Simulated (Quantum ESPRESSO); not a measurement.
Checking a run of Quantum ESPRESSO on La₅Mg (P-62m, 6 atoms in the cell). The aim is a self-consistent single point with DFT, PBEsol, plane waves, GBRV 1.5 ultrasoft (PBESOL) pseudopotentials.

Input as run:

```fortran
&control
  calculation = 'scf'
  prefix = 'pwscf'
  outdir = './tmp'
  pseudo_dir = './'
  tprnfor = .true.
  tstress = .true.
/
&system
  ibrav = 0
  nat = 6
  ntyp = 2
  ecutwfc = 40
  ecutrho = 80
  occupations = 'smearing'
  smearing = 'cold'
  degauss = 0.0099958
/
&electrons
  conv_thr = 1.0d-10
  mixing_beta = 0.4
/
ATOMIC_SPECIES
La   138.9055  la_pbesol_v1.uspp.F.UPF
Mg    24.3050  mg_pbesol_v1.4.uspp.F.UPF
ATOMIC_POSITIONS angstrom
La    0.000000000    3.712899250    2.912915000
La    3.215465072    1.856449625    2.912915000
La   -2.213783393    3.834385313    0.000000000
La    4.427566786    0.000000000    0.000000000
La    1.001681679    1.734963562    0.000000000
Mg    0.000000000    0.000000000    2.912915000
K_POINTS automatic
4 4 4  0 0 0
CELL_PARAMETERS angstrom
   6.430930144     0.000000000     0.000000000
  -3.215465072     5.569348875     0.000000000
   0.000000000     0.000000000     5.825830000
```

Output (repeated stretches shortened):

```
     Message from routine set_cutoff:
     ecutrho < 4*ecutwfc, are you sure?
     Message from routine setup:
     using ibrav=0 with symmetry is DISCOURAGED, use correct ibrav instead
     G-vector sticks info
     --------------------
   [... lines left out ...]

   Cartesian axes

     site n.     atom                  positions (alat units)
         1        La     tau(   1) = (   0.0000000   0.5773503   0.4529539  )
         2        La     tau(   2) = (   0.5000000   0.2886751   0.4529539  )
         3        La     tau(   3) = (  -0.3442400   0.5962412   0.0000000  )
         4        La     tau(   4) = (   0.6884800   0.0000000   0.0000000  )
         5        La     tau(   5) = (   0.1557600   0.2697842   0.0000000  )
         6        Mg     tau(   6) = (   0.0000000   0.0000000   0.4529539  )

     number of k points=    12  Marzari-Vanderbilt smearing, width (Ry)=  0.0100
                       cart. coord. in units 2pi/alat
        k(    1) = (   0.0000000   0.0000000   0.0000000), wk =   0.0312500
        k(    2) = (   0.0000000   0.0000000   0.2759663), wk =   0.0625000
        k(    3) = (   0.0000000   0.0000000  -0.5519325), wk =   0.0312500
   [... 9 lines left out ...]

     Dense  grid:    17023 G-vectors     FFT dimensions: (  36,  36,  32)

     Initial potential from superposition of free atoms

     starting charge      64.5528, renormalised to      65.0000

     negative rho (up, down):  3.902E-01 0.000E+00
     Self-consistent Calculation

     iteration #  1     ecut=    40.00 Ry     beta= 0.40

     Threshold (ethr) on eigenvalues was too large:
     Diagonalizing with lowered threshold

     negative rho (up, down):  3.530E-01 0.000E+00

     total energy              =    -636.01820187 Ry
     estimated scf accuracy    <       0.15261988 Ry

     iteration #  2     ecut=    40.00 Ry     beta= 0.40

     negative rho (up, down):  3.410E-01 0.000E+00

     total energy              =    -636.03239311 Ry
     estimated scf accuracy    <       0.11966186 Ry

     iteration #  3     ecut=    40.00 Ry     beta= 0.40

     negative rho (up, down):  3.223E-01 0.000E+00

     total energy              =    -636.04830696 Ry
     estimated scf accuracy    <       0.01631497 Ry

   [... 14 blocks of this kind left out ...]

     iteration # 18     ecut=    40.00 Ry     beta= 0.40

     negative rho (up, down):  2.956E-01 0.000E+00

     total energy              =    -636.05138208 Ry
     estimated scf accuracy    <          1.5E-10 Ry

     iteration # 19     ecut=    40.00 Ry     beta= 0.40

     negative rho (up, down):  2.956E-01 0.000E+00
     End of self-consistent calculation

     the Fermi energy is    10.4516 ev

!    total energy              =    -636.05138208 Ry
     estimated scf accuracy    <          5.4E-13 Ry
     smearing contrib. (-TS)   =      -0.00093382 Ry
     internal energy E=F+TS    =    -636.05044826 Ry

     convergence has been achieved in  19 iterations

     negative rho (up, down):  2.956E-01 0.000E+00

     Forces acting on atoms (cartesian axes, Ry/au):

     atom    1 type  1   force =     0.00000000   -0.00000000    0.00000000
     atom    2 type  1   force =     0.00000000    0.00000000    0.00000000
     atom    3 type  1   force =     0.00087404   -0.00151388   -0.00000000
     atom    4 type  1   force =    -0.00174808    0.00000000    0.00000000
   [... lines left out ...]
     Total force =     0.003028     Total SCF correction =     0.000000
   [... lines left out ...]

     negative rho (up, down):  2.956E-01 0.000E+00
          total   stress  (Ry/bohr**3)                   (kbar)     P=      -17.24
  -0.00013150  -0.00000000   0.00000000          -19.34       -0.00        0.00
  -0.00000000  -0.00013150   0.00000000           -0.00      -19.34        0.00
   0.00000000   0.00000000  -0.00008849            0.00        0.00      -13.02

   JOB DONE.
```

Problem. Is this run sound? If not, what is wrong?

Solution. The results are close to the sound ones and would serve for rough work. The doubtful point is a density cutoff or grid that is too coarse. The charge density holds wave vectors up to twice those of the orbitals (four times the energy cutoff), and augmentation charges need more still. The run converged in 19 iterations without an error; against the sound input the free energy goes down by 1.4 meV/atom, the pressure hardly changes (-1.73 to -1.72 GPa) and the largest force moves little (0.041 to 0.045 eV/Å).

The sound input it was made from differs as follows (other fixes are possible):
```diff
-  ecutrho = 80
+  ecutrho = 200
```

With that input, the run converged in 19 iterations: free energy E − TS -8653.9116 eV; Fermi level (on the code's own zero) 10.45 eV; pressure -1.73 GPa; largest force (vector length) 0.041 eV/Å (DFT, PBEsol, plane waves, GBRV 1.5 ultrasoft (PBESOL) pseudopotentials).

On the sound input: the starting cell comes from a database of computed structures (which also holds hypothetical and non-ambient phases and stackings), without a prior relaxation at this level.
